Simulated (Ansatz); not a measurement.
# Sc, response to strain

Take Sc in the hcp (Mg type) structure (space group P6_3/mmc, No. 194; a = 3.318 Å, c = 5.186 Å; relaxed with 0.1 eV smearing) as the base. Axes: x lies along a and z along c of the hexagonal cell.

Strains are applied to the cell and any free atomic positions relax.

Level of theory: PBE in Ansatz (plane waves to 420 eV, PAW, spin-orbit coupling left out).

Notes on the quantities. energy relative to the base: free energy F.

```tsv
uniaxial strain ε_zz (%)	energy relative to the base (meV/atom)
0	0.0
0.5	0.2
1	0.7
1.5	1.7
2	?
2.5	4.5
3	6.5
```

Q: Fit ΔE = Aε² + Bε³ (ε in %) to the rows shown and predict the withheld row.

A: Least squares on the printed values gives A = 0.747 and B = -0.0087 meV/atom (largest residual 0.0 meV/atom); this predicts 2.9 meV/atom, and the run gives 2.9 meV/atom, in agreement.

Whether these cells are dynamically stable was not tested. The final runs are not spin-polarised.

Ansatz is a quantum-chemistry and plane-wave program.
